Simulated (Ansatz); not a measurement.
Take Mg$_{2}$Sn (space group Fm-3m, No. 225; relaxed with 0.1 eV smearing) as the base.

```
Mg2Sn
1.0
    0.00000     3.37356     3.37356
    3.37356     0.00000     3.37356
    3.37356     3.37356     0.00000
Mg Sn
2 1
Direct
  0.25000   0.25000   0.25000
  0.75000   0.75000   0.75000
  0.00000   0.00000   0.00000
```

Method: PBEsol (Ansatz, a quantum-chemistry and plane-wave program, PAW, without spin-orbit coupling).

Before the change:

- Pressure: 0.0 GPa
- Band gap: zero

Perturbation: every lattice vector is shortened by 0.50 %; the atoms relax in the strained cell.

Predict the new energy relative to the base, pressure and band gap.

The energy increases by 0.8 meV/atom; the pressure goes from zero to 0.7 GPa; the band gap stays zero.

No phonon test of stability was made.
